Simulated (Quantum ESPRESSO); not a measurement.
## Short convergence ladders for HfSb4Mo (Cm, 6 atoms in the cell)

```xyz
6
Lattice="5.1333 -1.8243 0.0000 5.1333 1.8243 0.0000 -4.1596 0.0000 7.2891" Properties=species:S:1:pos:R:3 pbc="T T T"
Hf     0.7608     0.0000     1.4405
Sb     6.8348     0.0000     3.4762
Sb    -0.6653     0.0000     3.9811
Sb     3.6703     0.0000     0.6865
Sb     2.3914     0.0000     6.4428
Mo     5.3398     0.0000     5.8903
```

Base method: PBEsol, GBRV 1.5 ultrasoft (PBESOL) pseudopotentials (plane waves; Quantum ESPRESSO).

Base settings: ecutwfc = 40 Ry; ecutrho = 320 Ry; occupations = smearing; smearing = gaussian; degauss = 0.0099958 Ry; potentials = {Hf: hf_pbesol_v1.uspp.F.UPF, Sb: sb_pbesol_v1.4.uspp.F.UPF, Mo: mo_pbesol_v1.uspp.F.UPF}; K_POINTS = automatic 3 3 2 0 0 0; conv_thr = 1e-10 Ry.

The count of work is k-points × plane waves × bands × iterations; it is no time. 

**The plane-wave cutoff**

Moved along: ecutrho.

The mesh stays at the base's, so the ladder's end is converged at best in this setting alone.

Only quantities that move along the ladder and can be compared are tabulated.

```tsv
ecutwfc	free energy less the last step's (meV/atom)	pressure (GPa)	largest difference of a force vector from the last step's (eV/Å)	count of work / last
14 Ry	88735.43	-1808.66	2.292	0.094
18 Ry	25101.61	-691.72	0.470	0.12
22 Ry	6660.33	-236.10	0.116	0.16
28 Ry	721.25	-40.11	0.007	0.22
40 Ry	16.98	-1.27	0.001	0.35
80 Ry	0.00	-1.15	0.000	1.0
```

Coarsest ecutwfc that holds the pressure within 1 GPa of the last step, with all finer ones: 40 Ry, at 0.35 of the last step's count of work; the step before is off by 39 GPa.

Coarsest ecutwfc that holds the forces within 0.005 eV/Å of the last step, with all finer ones: 40 Ry, at 0.35 of the last step's count of work; the step before is off by 0.007 eV/Å.

Coarsest ecutwfc that holds the free energy within 5 meV/atom: not settled: the last two steps still differ by 17 meV/atom, over half the tolerance, so the ladder does not show it.

At the lowest cutoff the pressure lies 1810 GPa under the last step's, the usual sign of Pulay stress in an incomplete plane-wave basis.

**The cutoff for other potential files**

Level: DFT, PBEsol, plane waves, PSlibrary ultrasoft (PBE) pseudopotentials.

In this ladder: pseudopotentials = {Hf: Hf.pbe-spn-rrkjus_psl.1.0.0.UPF, Sb: Sb.pbe-n-rrkjus_psl.1.0.0.UPF, Mo: Mo.pbe-spn-rrkjus_psl.1.0.0.UPF}; input_dft = pbesol. Moved along: ecutrho.

The second cell is the first with its lattice scaled by 0.98.

The mesh stays at the base's, so the ladder's end is converged at best in this setting alone.

Only quantities that move along the ladder and can be compared are tabulated.

```csv
ecutwfc,free energy less the last step's (meV/atom),energy of the compressed cell less the first (meV/atom),pressure (GPa),largest difference of a force vector from the last step's (eV/Å),count of work / last
25 Ry,653.83,24.20,-18.96,0.072,0.090
38 Ry,45.68,20.87,-2.21,0.005,0.19
55 Ry,10.29,20.69,-1.29,0.001,0.35
110 Ry,0.00,20.63,-1.11,0.000,1.0
```

Coarsest ecutwfc that holds the energy of the compressed cell less the first within 1 meV/atom of the last step, with all finer ones: 38 Ry, at 0.19 of the last step's count of work; the step before is off by 3.6 meV/atom.

Coarsest ecutwfc that holds the free energy within 5 meV/atom: not settled: the last two steps still differ by 10 meV/atom, over half the tolerance, so the ladder does not show it.

Coarsest ecutwfc that holds the forces within 0.01 eV/Å of the last step, with all finer ones: 38 Ry, at 0.19 of the last step's count of work; the step before is off by 0.072 eV/Å.

At the lowest cutoff the pressure lies 17.9 GPa under the last step's, the usual sign of Pulay stress in an incomplete plane-wave basis.

**The density cutoff**

The second cell is the first with its lattice scaled by 0.98.

The mesh stays at the base's, so the ladder's end is converged at best in this setting alone.

Only quantities that move along the ladder and can be compared are tabulated.

```csv
ecutrho,free energy less the last step's (meV/atom),energy of the compressed cell less the first (meV/atom),pressure (GPa),largest difference of a force vector from the last step's (eV/Å)
80 Ry,-185.04,24.25,10.92,0.479
160 Ry,-0.33,20.07,-1.25,0.001
320 Ry,-0.16,20.05,-1.27,0.000
640 Ry,0.00,20.03,-1.27,0.000
```

Coarsest ecutrho that holds the pressure within 0.2 GPa of the last step, with all finer ones: 160 Ry; the step before is off by 12 GPa.

Coarsest ecutrho that holds the forces within 0.01 eV/Å of the last step, with all finer ones: 160 Ry; the step before is off by 0.48 eV/Å.

Coarsest ecutrho that holds the energy of the compressed cell less the first within 2 meV/atom of the last step, with all finer ones: 160 Ry; the step before is off by 4.2 meV/atom.

On the base run: the starting cell comes from a database of computed structures (which also holds hypothetical and non-ambient phases and stackings), without a prior relaxation at this level. Its lattice was rescaled by up to half a per cent. One atom was moved a little off its site on purpose. Spin polarisation is off. Without a gap this mesh is coarse (it stands for a supercell whose shortest vector is 11 Å).
